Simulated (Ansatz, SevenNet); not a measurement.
## How the bulk modulus of fluorite PtAl₂ moves with the method

No measured value is used here.

| level (code) | value (GPa) | cell (Å³/atom) |
|---|---|---|
| SevenNet-l3i5 | 129 | 17.52 |
| LDA (Ansatz) | 145 | 16.71 |
| PBE (Ansatz) | 129 | 17.52 |
| PBEsol+SOC (Ansatz) | 140 | 17.02 |
| revPBE (Ansatz) | 125 | 17.75 |
| PBE-D3(BJ) (Ansatz) | 140 | 16.98 |
| rVV10 (Ansatz) | 122 | 17.83 |
| r²SCAN (Ansatz) | 142 | 17.15 |
| r²SCAN-D4 (Ansatz) | 145 | 17.01 |
| r²SCAN+rVV10 (Ansatz) | 144 | 17.04 |
| r²SCAN0 (Ansatz) | 148 | 16.94 |
| Hartree–Fock (Ansatz) | 131 | 17.74 |

The crystal itself was run without spin with LDA, PBE, revPBE, PBE-D3(BJ), rVV10, r²SCAN, r²SCAN-D4, r²SCAN+rVV10, r²SCAN0, Hartree–Fock; a magnetic state was not tried in these runs. Density-functional levels without +SOC have no spin–orbit coupling. Each level is taken at its own relaxed cell. Cutoffs and k meshes differ between the levels. Ansatz's density-functional and Hartree–Fock values are scalar-relativistic unless marked +SOC, with PAW data made under PBE.

Machine-learned potentials (SevenNet-l3i5) are trained on DFT data: a solid inside that data is no test of them.

Ansatz is an electronic-structure program.
